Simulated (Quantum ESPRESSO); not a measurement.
# Equation of state of hcp Ru (space group 194): energy against volume (Quantum ESPRESSO, PBEsol)

```xyz
2
Lattice="2.6313 0.0000 0.0000 -1.3157 2.2788 0.0000 0.0000 0.0000 4.1557" Properties=species:S:1:pos:R:3 pbc="T T T"
Ru     1.3157     0.7596     3.1168
Ru     0.0000     1.5192     1.0389
```

Method: PBEsol, GBRV 1.5 ultrasoft (PBESOL) pseudopotentials (plane waves; Quantum ESPRESSO). Settings: ecutwfc = 52 Ry; ecutrho = 416 Ry; occupations = smearing; smearing = fermi-dirac; degauss = 0.0036749 Ry; potentials = {Ru: ru_pbesol_v1.2.uspp.F.UPF}; K_POINTS = automatic 25 25 14 0 0 0; conv_thr = 1e-10 Ry. The cell above is the first row's. The rows scale it uniformly. In all rows fractional positions and the k mesh are held. E is the free energy at the stated smearing, counted from the lowest row.

```csv
V (Å^3/atom),E (meV/atom)
12.459,?
12.730,29.04
13.001,7.68
13.272,0.00
13.543,4.48
13.814,19.75
14.084,44.61
14.355,77.96
14.626,118.85
```

Fit E of the 8 rows that show it with the third-order Birch-Murnaghan form, a cubic in V^(-2/3). With u = V^(-2/3) - 0.175, the rows have u = 0.008420, 0.005863, 0.003392, 0.001004, -0.001305, -0.003532, -0.005697, -0.007795. Least squares gives E = 9.833 - 6329.21·u + 1001809·u² + 2486680·u³. Residuals (row less fit): -0.010, 0.017, 0.012, -0.011, -0.043, 0.034, 0.015, -0.013; standard error 0.032 (degrees of freedom: 4). Its minimum lies at u = 0.003123, so V0 = (0.178123)^(-3/2) = 13.30. There d²E/du² = 2050000 and d³E/du³ = 1.492e7, so B0 = (4/9) × 13.30^(-7/3) × 2050000 × 0.160218 = 348 GPa (the last factor turns the table's units into GPa), and B0' = 4 + (2/3) × 0.178123 × (1.492e7)/2050000 = 4.9. The program's pressures in the fitted runs (not shown) pass through zero at V = 13.30, 0.01 % from this V0.

Predict the withheld E at V = 12.459 from the fit, and compare with the calculation.

u = 0.011071, so E = 9.833 - 6329.21 × 0.011071 + 1001809 × 0.011071² + 2486680 × 0.011071³ = 65.925 meV/atom. The calculation gives 65.79 meV/atom, 0.135 meV/atom below the prediction (0.1 % of the range of E in the table). The row lies outside the fitted rows, so this is an extrapolation. From the scatter of the fitted rows alone, a prediction at this place has a standard error of 0.095 meV/atom, so the miss is 1.4 times that.

Carrying the step between the two nearest rows on in a straight line would have given 50.40, off by 15.39; series whose last step already gives the withheld value aren't shown. The scan was laid around a cell of about the measured size, scaled by a guess for this functional; axis ratios and inner coordinates come from that cell. The runs keep the symmetry of the cell, so they don't test it for distortions. Spin polarisation is off. The shape of the cell and the inner coordinates aren't relaxed, so V0 and B0 belong to this uniform scaling; a relaxed crystal lies no higher in energy and is usually softer. Cutoffs and mesh are single choices, not tested for convergence of this quantity. Series with a scatter that would blur these digits, or in which a gap closes, are not shown. Nor are scans whose minimum lies at an end fitted in this form.
